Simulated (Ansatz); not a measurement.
Several settings converged on Cu₃AsS₄ (R3m, 8 atoms in the cell)

```
CELL_PARAMETERS angstrom
      5.28551     0.00000     0.00000
      0.00000     5.28551     0.00000
      0.00000     0.00000     5.28551
ATOMIC_POSITIONS crystal
  Cu 0.00000 0.50000 0.50000
  Cu 0.50000 0.00000 0.50000
  Cu 0.50000 0.50000 0.00000
  As 0.00546 0.00546 0.00546
  S  0.25268 0.74732 0.74732
  S  0.74732 0.74732 0.25268
  S  0.74732 0.25268 0.74732
  S  0.25268 0.25268 0.25268
```

Base method: PBEsol, default PAW files made with PBE (plane waves; Ansatz, an electronic-structure program).

Base settings: basis.ecutwfc = 420 eV; kpoints.mp_grid.grid = 4 4 4; hamiltonian.xc = pbesol; hamiltonian.pseudopotentials = {kind: paw} (the program's default PAW files); scf.occupations.method = gaussian; scf.occupations.width = 0.1 eV.

The count of work is k-points × plane waves × bands × iterations; it is no time. Core times come from one kind of shared machine, to one figure; runs under 30 s give none.

**The cutoff for other potential files**

Level: DFT, PBEsol, plane waves, harder PAW files (source: ansatz) made with PBE.

In this ladder: hamiltonian.pseudopotentials = {kind: paw, source: ansatz}.

The second cell is the first with its lattice scaled by 0.98.

The mesh stays at the base's, so the ladder's end is converged at best in this setting alone.

The first pressure column holds Ansatz's estimate of the finite-basis (Pulay) stress, which hides part of the cutoff error; the other is without it.

Only quantities that move along the ladder and can be compared are tabulated.

| basis.ecutwfc | free energy less the last step's (meV/atom) | energy of the compressed cell less the first (meV/atom) | pressure (GPa) | pressure without the Pulay estimate (GPa) | largest difference of a force vector from the last step's (eV/Å) | count of work / last |
|---|---|---|---|---|---|---|
| 315 eV | 9779.87 | 19.24 | -3.12 | -419.34 | 0.494 | 0.096 |
| 385 eV | 1817.99 | 1.20 | -2.40 | -102.85 | 0.069 | 0.13 |
| 490 eV | 108.12 | -1.26 | -2.42 | -11.61 | 0.015 | 0.19 |
| 595 eV | 3.04 | -0.76 | -2.51 | -2.89 | 0.001 | 0.28 |
| 700 eV | 0.51 | -0.75 | -2.51 | -2.51 | 0.000 | 0.36 |
| 840 eV | 0.38 | -0.75 | -2.51 | -2.51 | 0.000 | 0.47 |
| 1050 eV | 0.16 | -0.76 | -2.51 | -2.52 | 0.000 | 0.65 |
| 1400 eV | 0.00 | -0.76 | -2.51 | -2.52 | 0.000 | 1.0 |

Coarsest basis.ecutwfc that holds the free energy within 2 meV/atom of the last step, with all finer ones: 700 eV, at 0.36 of the last step's count of work; the step before is off by 3.0 meV/atom.

Coarsest basis.ecutwfc that holds the pressure without the Pulay estimate within 0.1 GPa of the last step, with all finer ones: 700 eV, at 0.36 of the last step's count of work; the step before is off by 0.38 GPa.

Coarsest basis.ecutwfc that holds the energy of the compressed cell less the first within 0.2 meV/atom of the last step, with all finer ones: 595 eV, at 0.28 of the last step's count of work; the step before is off by 0.50 meV/atom.

The energy difference between the two cells stays within 1 meV/atom of the last step's from 490 eV on, the total only from 700 eV on: much of the error is common to both cells and cancels.

At the lowest cutoff the pressure without the Pulay estimate lies 417 GPa under the last step's, the usual sign of Pulay stress in an incomplete plane-wave basis.

**The density cutoff**

The second cell is the first with its lattice scaled by 0.98.

The mesh stays at the base's, so the ladder's end is converged at best in this setting alone.

Only quantities that move along the ladder and can be compared are tabulated.

| basis.ecutrho_ratio | free energy less the last step's (meV/atom) | energy of the compressed cell less the first (meV/atom) | pressure (GPa) |
|---|---|---|---|
| 2 | -5.10 | -1.61 | -2.23 |
| 3 | -0.13 | -0.82 | -2.51 |
| 4 | 0.00 | -0.82 | -2.52 |
| 5 | 0.00 | -0.82 | -2.52 |
| 6 | 0.00 | -0.82 | -2.52 |
| 8 | 0.00 | -0.82 | -2.52 |
| 10 | 0.00 | -0.82 | -2.52 |
| 12 | 0.00 | -0.82 | -2.52 |
| 16 | 0.00 | -0.82 | -2.52 |

Coarsest basis.ecutrho_ratio that holds the pressure within 0.2 GPa of the last step, with all finer ones: 3; the step before is off by 0.29 GPa.

Coarsest basis.ecutrho_ratio that holds the energy of the compressed cell less the first within 0.5 meV/atom of the last step, with all finer ones: 3; the step before is off by 0.79 meV/atom.

Coarsest basis.ecutrho_ratio that holds the free energy within 1 meV/atom of the last step, with all finer ones: 3; the step before is off by 5.1 meV/atom.

The energy difference between the two cells stays within 1 meV/atom of the last step's from 2 on, the total only from 3 on: much of the error is common to both cells and cancels.

**The relaxed cell against the cutoff**

On Cu3AsS4 (P-43m, 8 atoms in the cell): atoms on their sites.

In this ladder: relax = cell and atoms.

The mesh stays at the base's, so the ladder's end is converged at best in this setting alone.

Only quantities that move along the ladder and can be compared are tabulated.

| basis.ecutwfc | relaxed volume (Å³/atom) | relaxation steps | core time / last (rough) |
|---|---|---|---|
| 210 eV | 17.465 | 91 | 3 |
| 295 eV | 17.996 | 12 | 0.7 |
| 355 eV | 17.888 | 8 | 0.6 |
| 420 eV | 17.878 | 6 | 0.6 |
| 505 eV | 17.879 | 6 | 0.5 |
| 630 eV | 17.878 | 6 | 0.9 |
| 840 eV | 17.878 | 6 | 1 |

Coarsest basis.ecutwfc that holds the relaxed volume within 0.089 Å³/atom of the last step, with all finer ones: 355 eV; the step before is off by 0.12 Å³/atom.

At the lowest cutoff the cell relaxes to a volume 2.3 % smaller than at the highest. Ansatz relaxes on a stress corrected for the finite basis.

On the base run: the starting cell comes from a database of computed structures (which also holds hypothetical and non-ambient phases and stackings), without a prior relaxation at this level. Its lattice was rescaled by up to half a per cent. One atom was moved a little off its site on purpose. Spin polarisation is off. The run gives no clean gap (levels at the Fermi energy touch, overlap or are partly filled at this smearing), which alone does not show that the compound is a metal.

Left out of this page: 1 run of the series stopped by limits of time or memory.

Keys are those of Ansatz 0.2.
